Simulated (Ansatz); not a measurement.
**hcp Re (1 0 0) on wurtzite AlN (0 0 1) (film strained to the substrate, started from cuts of the bulks and a machine-learned relaxation; slabs Al18N18 and Re16, which can lie off the formulas)**

A periodic stack without vacuum, hcp Re (1 0 0) on wurtzite AlN (0 0 1) (film strained to the substrate, started from cuts of the bulks and a machine-learned relaxation; slabs Al18N18 and Re16, which can lie off the formulas): substrate slab Al18N18, film Re16, surface cells [[2, 1], [-1, 1]] and [[1, 1], [-2, 0]], film strained by -2.3 and +4.8 %, outermost planes N/Al and Re/Re as cut, which need not be the usual terminations and can put a slab off its formula.

The start was prepared with a machine-learned potential, and the result is one local minimum, with the in-plane cell held and forces under 0.04 eV/Å; the film can end far from its bulk form.

All values below come from PBE (plane waves to 420 eV, PAW; Ansatz, a first-principles code). Spin–orbit coupling is left out; the runs are not spin-polarised; PBE gaps are too small against experiment. Its k-point mesh 6×6×1, Fermi–Dirac width 0.05 eV.

- interface area = 25.5 Å²
- period = 24.56 Å
- heights between the nearest atoms of the two slabs at the two interfaces = 2.45 and 1.81 Å
- Al–Re contacts across the interfaces within 1.22 times the sum of covalent radii = 13, mean 3.00 Å
- N–Re contacts across the interfaces within 1.22 times the sum of covalent radii = 5, mean 2.40 Å
- estimate of the barrier = withheld, since the two interfaces are unlike
- slope of the mean potential energy in the substrate = +2.5 MV/cm × e

```yaml
crystal:
  lattice:
    - [5.42197, -0.00009, 0.07078]
    - [-2.71048, 4.69521, -0.08152]
    - [1.72732, 1.30859, 24.57549]
  atoms:
    - { symbol: Al, position: [0.30843, 0.95339, 0.04156] }
    - { symbol: Al, position: [0.64172, 0.62080, 0.04104] }
    - { symbol: Al, position: [0.97450, 0.29223, 0.04475] }
    - { symbol: Al, position: [0.25924, 0.26488, 0.14540] }
    - { symbol: Al, position: [0.59009, 0.93004, 0.14501] }
    - { symbol: Al, position: [0.92497, 0.60004, 0.14359] }
    - { symbol: N, position: [0.27399, 0.94109, 0.11969] }
    - { symbol: N, position: [0.59922, 0.60277, 0.11950] }
    - { symbol: N, position: [0.93694, 0.26772, 0.12176] }
    - { symbol: N, position: [0.31208, 0.29001, 0.01439] }
    - { symbol: N, position: [0.66357, 0.96796, 0.01670] }
    - { symbol: N, position: [0.98306, 0.62267, 0.02439] }
    - { symbol: Al, position: [0.20730, 0.90777, 0.24709] }
    - { symbol: Al, position: [0.54190, 0.57542, 0.24709] }
    - { symbol: Al, position: [0.87452, 0.24258, 0.24661] }
    - { symbol: Al, position: [0.15757, 0.21907, 0.34906] }
    - { symbol: Al, position: [0.49142, 0.88575, 0.34922] }
    - { symbol: Al, position: [0.82418, 0.55176, 0.34931] }
    - { symbol: N, position: [0.16944, 0.89060, 0.32484] }
    - { symbol: N, position: [0.50350, 0.55793, 0.32479] }
    - { symbol: N, position: [0.83634, 0.22473, 0.32450] }
    - { symbol: N, position: [0.22053, 0.24729, 0.22290] }
    - { symbol: N, position: [0.55236, 0.91320, 0.22264] }
    - { symbol: N, position: [0.88682, 0.58193, 0.22182] }
    - { symbol: Al, position: [0.10743, 0.86285, 0.45108] }
    - { symbol: Al, position: [0.44073, 0.52875, 0.45163] }
    - { symbol: Al, position: [0.77454, 0.19587, 0.45175] }
    - { symbol: Al, position: [0.05741, 0.17056, 0.55594] }
    - { symbol: Al, position: [0.38599, 0.83834, 0.55530] }
    - { symbol: Al, position: [0.72603, 0.50839, 0.55576] }
    - { symbol: N, position: [0.06898, 0.84531, 0.52899] }
    - { symbol: N, position: [0.40265, 0.51130, 0.52951] }
    - { symbol: N, position: [0.73650, 0.17852, 0.52975] }
    - { symbol: N, position: [0.11953, 0.20160, 0.42684] }
    - { symbol: N, position: [0.45305, 0.86817, 0.42709] }
    - { symbol: N, position: [0.78611, 0.53436, 0.42703] }
    - { symbol: Re, position: [0.98555, 0.33581, 0.66259] }
    - { symbol: Re, position: [0.99211, 0.83145, 0.65577] }
    - { symbol: Re, position: [0.48096, 0.32744, 0.66290] }
    - { symbol: Re, position: [0.49424, 0.83338, 0.66290] }
    - { symbol: Re, position: [0.11202, 0.64738, 0.74865] }
    - { symbol: Re, position: [0.10578, 0.14110, 0.74831] }
    - { symbol: Re, position: [0.61307, 0.64350, 0.74947] }
    - { symbol: Re, position: [0.61029, 0.14542, 0.74998] }
    - { symbol: Re, position: [0.90030, 0.29213, 0.84674] }
    - { symbol: Re, position: [0.89776, 0.79124, 0.84728] }
    - { symbol: Re, position: [0.39586, 0.79030, 0.84407] }
    - { symbol: Re, position: [0.39370, 0.28801, 0.84490] }
    - { symbol: Re, position: [0.02219, 0.61361, 0.93567] }
    - { symbol: Re, position: [0.00096, 0.09990, 0.94076] }
    - { symbol: Re, position: [0.52970, 0.10296, 0.92945] }
    - { symbol: Re, position: [0.51039, 0.59074, 0.92887] }
```
